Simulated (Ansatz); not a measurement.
Worked example: zone-centre phonon calculation of Sc2Al (P6_3/mmc, 6 atoms in the cell) in Ansatz (a program for electronic structure).

Method: LDA (PW92), default PAW files made with PBE (plane waves; Ansatz).

```yaml
crystal:
  lattice:
    - [4.87793, 0.00000, 0.00000]
    - [-2.43897, 4.22441, 0.00000]
    - [0.00000, 0.00000, 6.14294]
  atoms:
    - { symbol: Sc, position: [0.00000, 0.00000, 0.00000] }
    - { symbol: Sc, position: [0.00000, 0.00000, 0.50000] }
    - { symbol: Sc, position: [0.33333, 0.66667, 0.75000] }
    - { symbol: Sc, position: [0.66667, 0.33333, 0.25000] }
    - { symbol: Al, position: [0.33333, 0.66667, 0.25000] }
    - { symbol: Al, position: [0.66667, 0.33333, 0.75000] }
```

Reference input (self-consistent single point, DFT, LDA (PW92), plane waves, default PAW files made with PBE): basis.ecutwfc = 420 eV; kpoints.mp_grid.grid = 8 8 6; hamiltonian.xc = lda; hamiltonian.pseudopotentials = {kind: paw} (the program's default PAW files); scf.occupations.method = fermi_dirac; scf.occupations.width = 0.1 eV. This run's input differs from it in these lines:

```diff
@@ -25,6 +25,4 @@
     width: 0.1
-output:
-  forces: true
-  eigenvalues: true
-  stress: true
+phonons:
+  method: dfpt
```

Output (repeated stretches shortened):

```
SCF iter   1: F=—  HF=-9384.028176 eV  |F-HF|=—  |Δ(HF+E_count)|=         —  Δρ=4.74e-3  dr2=2.47e-2  ethr=1.77e-3  ⟨swp⟩=5.7  Hψ=15364  notcnv=0
all-band conjugate gradients solve this SCF's bands
preconditioner: auto → Kerker (q_TF=auto, 2.337 Å⁻¹)
SCF iter   2: F=—  HF=-9384.024632 eV  |F-HF|=—  |Δ(HF+E_count)|=   3.54e-3  Δρ=2.46e-3  dr2=5.61e-3  ethr=4.94e-5  ⟨swp⟩=1.6  Hψ=4698  notcnv=0
   [... lines left out ...]
SCF iter   6: F=—  HF=-9384.024302 eV  |F-HF|=—  |Δ(HF+E_count)|=   1.24e-6  Δρ=2.18e-6  dr2=4.98e-9  ethr=1.96e-10  ⟨swp⟩=2.5  Hψ=6266  notcnv=0
SCF iter   7: F=—  HF=-9384.024302 eV  |F-HF|=—  |Δ(HF+E_count)|=  4.80e-10  Δρ=5.12e-7  dr2=4.26e-10  ethr=9.97e-12  ⟨swp⟩=2.4  Hψ=6512  notcnv=0
SCF iter   8: F=—  HF=-9384.024302 eV  |F-HF|=—  |Δ(HF+E_count)|=  4.00e-11  Δρ=1.23e-7  dr2=2.88e-11  ethr=1.00e-12  ⟨swp⟩=2.1  Hψ=4737  notcnv=0
SCF iter   9: F=-9384.024302 eV  HF=-9384.024302 eV  |F-HF|=1.82e-12  |Δ(HF+E_count)|=  1.82e-12  Δρ=3.23e-8  dr2=1.63e-12  ethr=1.00e-12  ⟨swp⟩=5.1  Hψ=13960  notcnv=0
SCF 1 converged in 9 iterations: F = -9384.024302 eV  dr2 = 1.63e-12
DFPT response loops at Γ: preconditioner auto → Kerker (q_TF=auto, 2.337 Å⁻¹) (partly filled bands, converged f_vac=0.000) …
Free energy (F): -9384.024302 eV
Internal energy: -9383.789785 eV  (E = F + TS)
E sigma→0 (E₀):  -9383.907044 eV
Entropy (-TS):   -0.234518 eV (-39.086 meV/atom)
Fermi energy:    8.928114 eV
--- Phonons (Γ-DFPT): 6 representative perturbations + reference, on 114 of 384 k-points (Σ response iterations 18) ---
  k mesh reduced under 2 symmetry operations, with k and −k counted as one. Each operation leaves every solved perturbation unchanged …
  ASR residual: 1.368e-3 → 0.000e0 eV/Å²; symmetrization residual: 5.245e-6 eV/Å²
  ASR residual per site (eV/Å²): 1.37e-3 1.37e-3 9.85e-4 9.85e-4 1.51e-5 1.51e-5
  Γ frequencies (cm⁻¹): 0.00 0.00 0.00 94.44 136.83 136.83 157.98 157.98 190.92 190.92 193.96 205.70 213.81 217.89 283.16 283.16 289.68 289.68
  non-analytic LO–TO correction: not included (Born effective charges unavailable; polar crystals: no LO–TO splitting at Γ)
```

The run converged in 9 iterations. 

Summary of the result:
- Free energy E − TS (on the zero of these files): -9384.0243 eV
- Fermi level (on the code's own zero): 8.93 eV
- Zone-centre frequencies (cm⁻¹; negative means imaginary): 0, 0, 0, 94, 137, 137, 158, 158, 191, 191, 194, 206, 214, 218, 283, 283, 290, 290

The starting cell comes from a database of computed structures (which also holds hypothetical and non-ambient phases and stackings), without a prior relaxation at this level. Its lattice was rescaled by up to half a per cent.

Cost on one core of a shared machine: roughly 5 min.

Keys are those of Ansatz 0.2.
